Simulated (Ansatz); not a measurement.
The starting structures come from a database of crystals and need not be the phases stable at ambient conditions.

 Where the default PAW files enter, the runs use the earlier of Ansatz's two default sets.

# Evanescent states of Zn2SeS (P-4m2, not sure to be the ambient phase, 4 atoms a cell, 21.1 Å³ an atom) along the normal of (100)

The numbers are results of r2SCAN (plane waves, PAW; Ansatz, a program for electronic structure), not measurements.

The gap is the functional's own, uncorrected, and κ follows it; spin-orbit coupling is left out. Mid-gap values are interpolated between the computed energies.

Energies count from the valence-band top; κ is the least over a 8×6 mesh across the current.

| E (eV) | κ (1/Å) | where |
|---|---|---|
| 0.06 | 0.046 | Γ |
| 0.18 | 0.077 | Γ |
| 0.30 | 0.097 | Γ |
| 0.42 | 0.111 | Γ |
| 0.54 | (withheld) | Γ |
| 0.66 | (withheld) | Γ |
| 0.78 | (withheld) | Γ |
| 0.90 | (withheld) | Γ |
| 1.02 | (withheld) | Γ |
| 1.14 | (withheld) | Γ |
| 1.26 | (withheld) | Γ |
| 1.38 | (withheld) | Γ |
| 1.50 | (withheld) | Γ |
| 1.62 | (withheld) | Γ |
| 1.74 | 0.117 | Γ |
| 1.86 | 0.103 | Γ |
| 1.98 | 0.083 | Γ |
| 2.10 | 0.051 | Γ |

Task: Complete the blanks.

Result: 
- 0.54, κ (1/Å): 0.122
- 0.66, κ (1/Å): 0.130
- 0.78, κ (1/Å): 0.136
- 0.90, κ (1/Å): 0.140
- 1.02, κ (1/Å): 0.142
- 1.14, κ (1/Å): 0.143
- 1.26, κ (1/Å): 0.142
- 1.38, κ (1/Å): 0.139
- 1.50, κ (1/Å): 0.134
- 1.62, κ (1/Å): 0.127
